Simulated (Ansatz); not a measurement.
LaTeCl, element substitutions

The reference is LaTeCl (space group P4/nmm, No. 129; a = 4.4783 Å, c = 8.2007 Å; a cell from a computed database, its experimental status unchecked).

Each row replaces one element on all its sites; cell and atoms are relaxed.

Computed with PBEsol/PAW in Ansatz (a program for electronic structure), spin-orbit coupling left out.

```
variant  shortest interatomic distance  c/a ratio     density
-------  -----------------------------  ---------  ----------
base                        5.632 bohr      1.831  6.10 g/cm³
Te → Ir                     4.612 bohr      2.025  8.64 g/cm³
Te → Cd                     5.492 bohr      2.025  5.96 g/cm³
Te → Sn                     5.509 bohr      2.031  5.82 g/cm³
```

Whether these cells are dynamically stable was not tested. As relaxed here, LaIrCl, LaCdCl and LaSnCl are hypothetical phases, not in the database extracts checked. No Hubbard U is applied, and correlation can decide whether such a compound is a metal. All final runs are without spin polarisation. LaIrCl has a high density of states at the Fermi level and may be magnetic at this level.
